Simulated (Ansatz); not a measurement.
The reference is BaTiO3 in the cubic perovskite structure (space group Pm-3m, No. 221).

```
CELL_PARAMETERS angstrom
      3.99404     0.00000     0.00000
      0.00000     3.99404     0.00000
      0.00000     0.00000     3.99404
ATOMIC_POSITIONS crystal
  Ba 0.00000 0.00000 0.00000
  Ti 0.50000 0.50000 0.50000
  O  0.00000 0.50000 0.50000
  O  0.50000 0.50000 0.00000
  O  0.50000 0.00000 0.50000
```

Levels (all Ansatz, a program for electronic structure, PAW): r2SCAN (500 eV, no SOC); HSE06 (420 eV, no spin-orbit coupling).

The geometry is relaxed with r2SCAN.

* **r2SCAN band gap**: 2.17 eV

With HSE06 at the same geometry, the band gap grows by 1.05 eV (2.17 eV → 3.22 eV).

Single points use the geometry relaxed with r2SCAN. The hybrid gap comes from the SCF mesh plus the semilocal run's edge points and a few special points and is an upper bound. Whether these cells are dynamically stable was not tested. All final runs are without spin polarisation. Many cubic perovskites are stable only at high temperature; tilts and polar distortions were not tested. This is not the structure that BaTiO3 has at room temperature and ambient pressure.
